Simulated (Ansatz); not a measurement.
Results of PBE (Ansatz, an electronic-structure program, PAW) for Hf2B2Si (model structure, started from the Ti2InB2 type, P-6m2, No. 187, 5 atoms in the cell).

Run with plane-wave cutoff 520 eV, 24×24×8 k mesh (along the axes of the cell as run), Fermi–Dirac smearing 0.05 eV, scalar-relativistic PAW data made under PBE.

Cell (relaxed at this level):

```cif
data_B2Hf2Si
_chemical_formula_sum 'Hf2 Si1 B2'
_space_group_name_H-M_alt 'P-6m2'
_space_group_IT_number 187
_space_group_name_Hall 'P -6 2'
_cell_length_a 3.15494
_cell_length_b 3.15494
_cell_length_c 7.69643
_cell_angle_alpha 90.000
_cell_angle_beta 90.000
_cell_angle_gamma 120.000
loop_
_atom_site_label
_atom_site_type_symbol
_atom_site_symmetry_multiplicity
_atom_site_Wyckoff_symbol
_atom_site_fract_x
_atom_site_fract_y
_atom_site_fract_z
_atom_site_occupancy
Hf1 Hf 2 h 0.33333 0.66667 0.27902 1
Si1 Si 1 a 0.00000 0.00000 0.00000 1
B1 B 1 b 0.00000 0.00000 0.50000 1
B2 B 1 f 0.66667 0.33333 0.50000 1
```

### Question
Give the computed bulk modulus B0.

### Answer

- bulk modulus B0: 180 GPa

The run finds no gap.

Note: the bulk modulus is −V dP/dV from two relaxed cells at ±2 % in volume; the relaxation could raise the start's symmetry but not lower it, so the cell can be a saddle point.

Spin–orbit coupling is not included; it can open a gap where bands touch, and shift volumes and moduli.

Static lattice: no zero-point or thermal effects.

A model structure was made by putting elements into a prototype or built by hand; it is no filed structure, need not be a known phase, and can be a saddle point held by its symmetry.
